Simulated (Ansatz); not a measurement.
Input and output of a self-consistent single point for Hf2Ga (Fmm2, 6 atoms in the cell) (Ansatz, an electronic-structure program).

Level of theory: LDA (PW92), harder PAW files (source: ansatz) made with PBE (plane waves; Ansatz).

```yaml
crystal:
  lattice:
    - [-3.34916, 3.34916, 2.62829]
    - [3.34916, -3.34916, 2.62829]
    - [3.34916, 3.34916, -2.62829]
  atoms:
    - { symbol: Hf, position: [0.65882, 0.15882, 0.81764] }
    - { symbol: Hf, position: [0.34646, 0.84646, 0.19292] }
    - { symbol: Hf, position: [0.15354, 0.34646, 0.50000] }
    - { symbol: Hf, position: [0.84646, 0.65354, 0.50000] }
    - { symbol: Ga, position: [0.25000, 0.25000, 0.00000] }
    - { symbol: Ga, position: [0.75000, 0.75000, 0.00000] }
```

Reference input (self-consistent single point, DFT, LDA (PW92), plane waves, default PAW files made with PBE): basis.ecutwfc = 420 eV; kpoints.mp_grid.grid = 4 4 4; hamiltonian.xc = lda; hamiltonian.pseudopotentials = {kind: paw} (the program's default PAW files); scf.occupations.method = fermi_dirac; scf.occupations.width = 0.1 eV. This run's input differs from it in these lines:

Ansatz 0.2 input:
```diff
@@ -14,3 +14,3 @@
 basis:
-  ecutwfc: 420.0 eV
+  ecutwfc: 865.0 eV
 kpoints:
@@ -19,3 +19,3 @@
   xc: lda
-  pseudopotentials: { kind: paw }
+  pseudopotentials: { kind: paw, source: ansatz }
 scf:
```

Output (repeated stretches shortened):

```
SCF iter   1: F=—  HF=-78650.873250 eV  |F-HF|=—  |Δ(HF+E_count)|=         —  Δρ=1.45e-1  dr2=1.74e1  ethr=3.10e-3  ⟨swp⟩=5.0  Hψ=5107  notcnv=0  defer=43
all-band conjugate gradients solve this SCF's bands
preconditioner: auto → Kerker (q_TF=auto, 2.827 Å⁻¹)
SCF iter   2: F=—  HF=-78647.105679 eV  |F-HF|=—  |Δ(HF+E_count)|=    3.77e0  Δρ=5.43e-2  dr2=2.47e0  ethr=3.10e-3  ⟨swp⟩=3.7  Hψ=3545  notcnv=0  defer=69
   [... lines left out ...]
SCF iter   7: F=—  HF=-78646.268271 eV  |F-HF|=—  |Δ(HF+E_count)|=   2.53e-4  Δρ=1.98e-4  dr2=5.05e-5  ethr=3.39e-7  ⟨swp⟩=2.3  Hψ=2744  notcnv=0  defer=55
SCF iter   8: F=—  HF=-78646.268491 eV  |F-HF|=—  |Δ(HF+E_count)|=   2.20e-4  Δρ=1.50e-4  dr2=1.13e-5  ethr=3.46e-8  ⟨swp⟩=2.2  Hψ=2728  notcnv=0  defer=55
SCF iter   9: F=—  HF=-78646.268488 eV  |F-HF|=—  |Δ(HF+E_count)|=   3.27e-6  Δρ=1.24e-5  dr2=2.00e-7  ethr=7.77e-9  ⟨swp⟩=2.0  Hψ=2823  notcnv=0  defer=55
SCF iter  10: F=-78646.268488 eV  HF=-78646.268488 eV  |F-HF|=9.27e-8  |Δ(HF+E_count)|=   6.87e-8  Δρ=5.03e-6  dr2=3.77e-8  ethr=6.85e-11  ⟨swp⟩=12.1  Hψ=8625  notcnv=0
SCF 1 converged in 10 iterations: F = -78646.268488 eV  dr2 = 3.77e-8
Free energy (F): -78646.268488 eV
Internal energy: -78646.084974 eV  (E = F + TS)
E sigma→0 (E₀):  -78646.176731 eV
Entropy (-TS):   -0.183514 eV (-30.586 meV/atom)
Fermi energy:    16.808279 eV
--- Forces (eV/Å), atoms counted from 1 ---
  atom   1  Hf    -0.19134545    -0.19134545     0.00000000
  atom   2  Hf     0.12691598     0.12691598     0.00000000
  atom   3  Hf     0.04188292    -0.01462721     0.00000000
  atom   4  Hf    -0.01462721     0.04188292     0.00000000
  atom   5  Ga     0.01858617     0.01858617     0.00000000
  atom   6  Ga     0.01858617     0.01858617     0.00000000
--- Stress (GPa, compression-positive) ---
       -7.055385      -0.375641      -0.000000
       -0.375641      -7.055385      -0.000000
        0.000000      -0.000000      -6.807066
  P = ⅓ Tr σ = -6.9726 GPa (-69.726 kbar)
  The stress holds the Pulay correction. Without it, at fixed plane waves, as pw.x and ABINIT print it: P = -7.4874 GPa
```

The run converged in 10 iterations. Against the reference run the pressure moves little (-7.02 to -6.97 GPa) and the largest force moves little (0.270 to 0.271 eV/Å).

The starting cell comes from a database of computed structures (which also holds hypothetical and non-ambient phases and stackings), without a prior relaxation at this level. Its lattice was rescaled by up to half a per cent. One atom was moved a little off its site on purpose. Ansatz's pressure includes its estimate of the finite-basis (Pulay) stress. Without the estimate this run gives -7.49 GPa. The cutoff lies below the one recommended for these files.

Cost on one core of a shared machine: roughly 60 s.
